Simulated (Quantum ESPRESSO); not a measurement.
Input and output of a self-consistent single point for Ti₂H₂Pd (I4/mmm, 5 atoms in the cell) (Quantum ESPRESSO).

Level of theory: PBEsol, GBRV 1.5 ultrasoft (PBESOL) pseudopotentials (plane waves; Quantum ESPRESSO 7.5).

```
CELL_PARAMETERS angstrom
     -1.42950     1.42950     6.26640
      1.42950    -1.42950     6.26640
      1.42950     1.42950    -6.26640
ATOMIC_POSITIONS crystal
  Ti 0.65968 0.65968 0.00000
  Ti 0.34032 0.34032 0.00000
  H  0.18613 0.18613 0.00000
  H  0.81387 0.81387 0.00000
  Pd 0.00000 0.00000 0.00000
```

Reference input (self-consistent single point, DFT, PBEsol, plane waves, GBRV 1.5 ultrasoft (PBESOL) pseudopotentials): ecutwfc = 50 Ry; ecutrho = 400 Ry; occupations = smearing; smearing = marzari-vanderbilt; degauss = 0.0073499 Ry; K_POINTS = automatic 10 10 10 0 0 0; conv_thr = 1e-10 Ry; mixing_beta = 0.5. This run's input differs from it in these lines:

```diff
@@ -16,3 +16,3 @@
   smearing = 'marzari-vanderbilt',
-  degauss = 0.0073499,
+  degauss = 0.02205,
 /
@@ -33,3 +33,3 @@
 K_POINTS {automatic}
-10 10 10  0 0 0
+11 11 11  0 0 0
 CELL_PARAMETERS {angstrom}
```

The program printed (abridged):

```
     Self-consistent Calculation

     iteration #  1     ecut=    50.00 Ry     beta= 0.50

     negative rho (up, down):  7.045E-02 0.000E+00

     total energy              =    -400.24417568 Ry
     estimated scf accuracy    <      62.16027130 Ry

     iteration #  2     ecut=    50.00 Ry     beta= 0.50

     negative rho (up, down):  6.926E-02 0.000E+00

     total energy              =    -422.48483252 Ry
     estimated scf accuracy    <     209.97798795 Ry

     iteration #  3     ecut=    50.00 Ry     beta= 0.50

     negative rho (up, down):  7.712E-02 0.000E+00

     total energy              =    -439.48335304 Ry
     estimated scf accuracy    <      18.61479837 Ry

   [... 15 blocks of this kind left out ...]

     iteration # 19     ecut=    50.00 Ry     beta= 0.50

     negative rho (up, down):  7.782E-02 0.000E+00

     total energy              =    -439.43115843 Ry
     estimated scf accuracy    <          2.1E-10 Ry

     iteration # 20     ecut=    50.00 Ry     beta= 0.50

     negative rho (up, down):  7.782E-02 0.000E+00
     End of self-consistent calculation

     Number of k-points >= 100: set verbosity='high' to print the bands.

     the Fermi energy is    15.1921 ev

!    total energy              =    -439.43115843 Ry
     estimated scf accuracy    <          1.9E-11 Ry
     smearing contrib. (-TS)   =      -0.00091516 Ry
     internal energy E=F+TS    =    -439.43024327 Ry

     convergence has been achieved in  20 iterations

     negative rho (up, down):  7.782E-02 0.000E+00

     Forces acting on atoms (cartesian axes, Ry/au):

     atom    1 type  1   force =     0.00000000    0.00000000   -0.00384998
     atom    2 type  1   force =    -0.00000000    0.00000000    0.00384998
     atom    3 type  2   force =     0.00000000    0.00000000   -0.00040124
     atom    4 type  2   force =     0.00000000    0.00000000    0.00040124
   [... lines left out ...]
     Total force =     0.005474     Total SCF correction =     0.000016
   [... lines left out ...]

     negative rho (up, down):  7.782E-02 0.000E+00
          total   stress  (Ry/bohr**3)                   (kbar)     P=      -68.87
  -0.00044666   0.00000000   0.00000000          -65.71        0.00        0.00
   0.00000000  -0.00044666   0.00000000            0.00      -65.71        0.00
   0.00000000  -0.00000000  -0.00051117            0.00       -0.00      -75.20

   JOB DONE.
```

The run converged in 20 iterations. Against the reference run the free energy drops by 1.4 meV/atom, the pressure stays near -6.89 GPa while the zz stress (positive for compression) goes from -7.03 to -7.52 GPa and the largest force goes from 0.128 to 0.099 eV/Å.

The starting cell comes from a database of computed structures (which also holds hypothetical and non-ambient phases and stackings), without a prior relaxation at this level. Spin polarisation is off. With a pressure of about -7 GPa the cell is away from its equilibrium volume at this level.

Cost on one core of a shared machine: roughly 10 min.
